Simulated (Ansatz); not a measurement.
Take SiC in the wurtzite structure (space group P6_3mc, No. 186; a = 3.0759 Å, c = 5.0477 Å) as the base.

The change: cell and atoms relaxed at a pressure of 0.7 GPa.

Levels (all Ansatz, a program for electronic structure, PAW): PBEsol (420 eV, spin-orbit coupling left out); r2SCAN (500 eV, spin-orbit coupling left out); HSE06 (420 eV, scalar-relativistic without spin-orbit coupling).

One geometry, relaxed with PBEsol, under each level:

```json
[
 {"level": "PBEsol", "band gap": "2.12 eV", "lowest conduction level above the VBM at special points": "K 2.12 eV; M 2.66 eV; L 3.18 eV; Γ 4.76 eV", "electron mass": "0.26 mₑ along c, 0.43 mₑ across (at K)", "pressure": "0.70 GPa"},
 {"level": "r2SCAN", "band gap": "(withheld)", "lowest conduction level above the VBM at special points": "(withheld)", "electron mass": "0.26 mₑ along c, 0.43 mₑ across (at K)", "pressure": "0.64 GPa"},
 {"level": "HSE06", "band gap": "3.16 eV", "lowest conduction level above the VBM at special points": "K 3.16 eV; M 3.74 eV; L 4.28 eV; Γ 5.99 eV", "electron mass": "–", "pressure": "–"}
]
```

**Question.** Give the withheld r2SCAN results.

**Answer.** 
- r2SCAN, band gap: 2.65 eV
- r2SCAN, lowest conduction level above the VBM at special points: K 2.65 eV; M 3.22 eV; L 3.72 eV; Γ 5.39 eV

Single points use the geometry relaxed with PBEsol. Their cutoffs differ, which shifts pressures a little. The hybrid gap comes from the SCF mesh plus the semilocal run's edge points and a few special points and is an upper bound. Load acts through the strain it causes; cell and atoms are relaxed under it. Effective masses come from finite differences of ±0.01 Å⁻¹. Whether these cells are dynamically stable was not tested.
